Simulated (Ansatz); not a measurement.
Take TeO$_{2}$ in the fluorite structure (space group Fm-3m, No. 225; a hypothetical phase, not in the database extracts checked) as the base.

```cif
data_O8Te4
_chemical_formula_sum 'Te4 O8'
_space_group_name_H-M_alt 'Fm-3m'
_space_group_IT_number 225
_space_group_name_Hall '-F 4 2 3'
_cell_length_a 5.32372
_cell_length_b 5.32372
_cell_length_c 5.32372
_cell_angle_alpha 90.000
_cell_angle_beta 90.000
_cell_angle_gamma 90.000
loop_
_atom_site_label
_atom_site_type_symbol
_atom_site_symmetry_multiplicity
_atom_site_Wyckoff_symbol
_atom_site_fract_x
_atom_site_fract_y
_atom_site_fract_z
_atom_site_occupancy
Te1 Te 4 a 0.00000 0.00000 0.00000 1
O1 O 8 c 0.25000 0.25000 0.25000 1
```
(The calculation used a cell of 3 atoms; values per cell refer to that cell.)

Computed with PBEsol in Ansatz (plane waves to 420 eV, PAW, scalar-relativistic without spin-orbit coupling).

Before the change:

```
Quantity                        Value
----------------------------  -------
Gap between the host's bands  0.73 eV
```

Now apply this change: 0.0566 electrons added to each cell, a density of 1.5×10^21 cm⁻³, with a uniform compensating background at fixed cell and a 300 K Fermi–Dirac width.

Problem. Predict the new gap between the host's bands.

Solution. The gap between the host's bands drops by 0.01 eV to 0.72 eV.

Problem. How does this affect the Fermi level from band edge?

Solution. The Fermi level relative to the doped band's edge (positive inside the band; to 0.05 eV) is +0.35 eV.

Carriers are added with a uniform compensating background; total energy and stress of such cells depend on the potential's zero and are not compared; many-body gap narrowing is missing at this level. Spin-orbit coupling, missing from the scalar runs, can matter with Te. Whether these cells are dynamically stable was not tested.

Ansatz is an electronic-structure program.
